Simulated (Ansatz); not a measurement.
The parent structure is TlBr in the CsCl type structure (space group Pm-3m, No. 221; a = 4.0532 Å).

Calculations: Ansatz (a first-principles code), PBE, PAW, cutoff 420 eV, no SOC.

Before the change:

| Quantity | Value |
|---|---|
| Gap character | direct at X |
| Electron mass | 0.18 mₑ along k, 0.24 mₑ across (at X) |

Modification: an isotropic linear strain of +1.50 %; the atoms relax in the strained cell.

Task: What does the calculation give for the energy relative to the base after the change?

Result: The energy increases by 4.0 meV/atom.

Task: Predict the new gap character.

Result: The gap character stays direct at X.

Task: Estimate the effect on the electron mass.

Result: The electron mass becomes 0.19 mₑ along k, 0.25 mₑ across (at X) (base: 0.18 mₑ along k, 0.24 mₑ across (at X)).

Spin-orbit coupling, missing from the scalar runs, can matter with Tl. Effective masses come from finite differences of ±0.01 Å⁻¹. Along k means along the line from Γ to the band edge. Stability against distortions was not tested.
